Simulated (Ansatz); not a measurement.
Structures of equal composition on the (110) surface of bcc Mo: a layer of Co in place of the second plane; a layer of Co in place of the third plane. The slabs share one bottom face, and each structure is named by its start. These are constructed structures in small cells; real faces may alloy, dewet or reconstruct in larger ones, and not all known structures of the face are among them. Slabs of about 11 Å, Fermi-Dirac smearing of 0.1 eV. Bottom of the slabs: a bare face, its two planes held. Relaxed from the named starts with such symmetry as they have, on meshes of like density; energies extrapolated to zero smearing; spin only where a row says so; no spin-orbit coupling, no U. Brackets mark spin-polarised runs, whose order is one that fits the cell.

Method: PBE (plane waves to 420 eV, PAW; Ansatz, a quantum-chemistry and plane-wave program).

Problem. Rank these by energy per 1x1 cell (lowest first), as PBE gives it.

Solution. a layer of Co in place of the third plane (0.000 eV [spin, 0.3 μB a cell]), a layer of Co in place of the second plane (0.134 eV [spin, 0.7 μB a cell])
